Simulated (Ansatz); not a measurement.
Au, response to strain

The reference is Au in the fcc (Cu type) structure (space group Fm-3m, No. 225; a = 4.083 Å; relaxed with 0.1 eV smearing). Axes: x, y, z lie along the cube axes.

Strains are applied to the cell and any free atomic positions relax.

The values are results of PBEsol (Ansatz, an electronic-structure program, PAW, without spin-orbit coupling), not measurements.

Notes on the quantities. pressure: mean of the normal stresses, compression positive; energy relative to the base: free energy F.

```tsv
case	pressure	energy relative to the base	volume per atom
base	0.0 GPa	0 meV/atom	17.02 Å³
uniaxial strain ε_zz = −2.50 %	4.8 GPa	+6.9 meV/atom	16.59 Å³
uniaxial strain ε_zz = −2.00 %	3.8 GPa	+4.3 meV/atom	16.68 Å³
uniaxial strain ε_zz = −1.50 %	2.8 GPa	+2.4 meV/atom	16.76 Å³
uniaxial strain ε_zz = −1.00 %	1.8 GPa	+1.1 meV/atom	16.85 Å³
uniaxial strain ε_zz = +0.50 %	-0.9 GPa	+0.3 meV/atom	17.10 Å³
uniaxial strain ε_zz = +1.00 %	___	___	17.19 Å³
uniaxial strain ε_zz = +1.50 %	-2.5 GPa	+2.3 meV/atom	17.27 Å³
uniaxial strain ε_zz = +2.00 %	-3.3 GPa	+4.0 meV/atom	17.36 Å³
uniaxial strain ε_zz = +2.50 %	-4.0 GPa	+6.1 meV/atom	17.44 Å³
```

**Question.** Fill in the withheld entries from the trend.

**Answer.** 
- uniaxial strain ε_zz = +1.00 %, pressure: -1.7 GPa
- uniaxial strain ε_zz = +1.00 %, energy relative to the base: +1.0 meV/atom

Stability against distortions was not tested.
